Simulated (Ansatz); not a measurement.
We consider L1₂ (Cu3Au-type) Ni3Fe, described by PBE (Ansatz, a program for electronic structure, PAW).

Settings: plane-wave cutoff 520 eV, 16×16×16 k mesh, Fermi–Dirac smearing 0.05 eV, spin-polarised with parallel moments, scalar-relativistic PAW data made under PBE.

The cell is scaled about its equilibrium volume:

```tsv
V (Å³/atom)	P (GPa)	moment (μB per cell of 4 atoms)
10.464	13.96	4.73
10.686	8.77	4.77
10.909	4.13	4.81
11.132	0.00	4.84
11.354	-3.69	4.87
11.577	-6.98	4.89
11.799	-9.90	4.92
```
